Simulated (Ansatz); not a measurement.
Start from NbP in the CsCl type structure (space group Pm-3m, No. 221; a hypothetical phase, not in the database extracts checked).

Space group Pm-3m (No. 221); a = 3.079 Å, b = 3.079 Å, c = 3.079 Å, α = 90.00°, β = 90.00°, γ = 90.00°

```
atom  site  symmetry       x       y       z
----  ----  --------  ------  ------  ------
Nb      1a      m-3m  0.0000  0.0000  0.0000
P       1b      m-3m  0.5000  0.5000  0.5000
```

All numbers come from PBEsol, PAW, 420 eV (Ansatz, a program for electronic structure; without spin-orbit coupling).

One change was made to it. Results:

```json
[
 {"quantity": "shortest interatomic distance", "base": "5.039 bohr", "after": "4.966 bohr"},
 {"quantity": "band gap", "base": "zero", "after": "zero"}
]
```

Which change produced these results?
(A) pressure 10 GPa
(B) pressure 0.7 GPa
(C) pressure 5 GPa

A, pressure 10 GPa. For comparison, the shortest interatomic distance in the other runs: pressure 0.7 GPa gives 5.034 bohr; pressure 5 GPa gives 5.001 bohr.

Load acts through the strain it causes; cell and atoms are relaxed under it. Stability against distortions was not tested. No other phases were tried under pressure. The final runs are not spin-polarised.
